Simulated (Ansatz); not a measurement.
Cost and result by functional for the adsorption energy of SiH3 on the 1x1 (111) surface of fcc Ag, one in a 2x2 cell, started at the site 'hollow Ag-Ag-Ag over Ag at depth 2.4 Å', in Ansatz (plane waves, PAW). Single points on the PBE structure, on one kind of machine; costs are rough ratios of the slab run's core time (references not counted) to the cheapest single point. r2SCAN's cost holds its higher cutoff (500 against 420 eV). Differences are taken against r2SCAN for comparison alone: no measured value is at hand, so the table doesn't rank accuracy.

Set-up: 20 atoms, 7.1 Å thick at the start under the adsorbate (thin: gaps and levels are the slab's own); mesh 6x6x1; 0.1 eV smearing; dipole correction on; 8 atoms held, the rest relaxed; held to the start's symmetry, so lower structures may exist; spin-polarised, no spin-orbit, no U, no dispersion correction. The starting moment vanished. At the end it is bonded to 3 Ag. In PBE it is, or lies within 0.03 eV of, the lowest of the starts that converged. These notes are the PBE run's. r2SCAN: The program's check for a lower electronic state was not made. Adsorption energies are against SiH4(g) − ½ H2(g). A negative adsorption energy means that the adsorbate is more stable on the surface than in its reference.

| functional | relative cost | adsorption energy (eV) | less r2SCAN (eV) |
|---|---|---|---|
| RPBE | 1 | 0.37 | 0.39 |
| r2SCAN | 2 | -0.02 | 0.00 |
| PBE (the relaxed run's value) | – | 0.09 | 0.12 |

The values span 0.39 eV, while the single points' costs differ by a factor of roughly 2. Differences are of unrounded values.

Ansatz is a first-principles code.
